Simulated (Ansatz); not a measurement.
Consider these faces of hcp Os, relaxed from ideal cuts in 1x1 cells: (0001), (10-10), (10-11), (10-12), (11-20), (11-21), (11-22), (20-21).

All values below come from PBE (plane waves to 420 eV, PAW; Ansatz, a first-principles code).

Task: Order them by surface energy (lowest first) at the level PBE.

Result: (0001) (2.96 J/m²), (10-10) (3.43 J/m²), (10-11) (3.47 J/m²), (20-21) (3.57 J/m²), (10-12) (3.62 J/m²), (11-22) (3.81 J/m²), (11-21) (3.98 J/m²), (11-20) (4.14 J/m²)
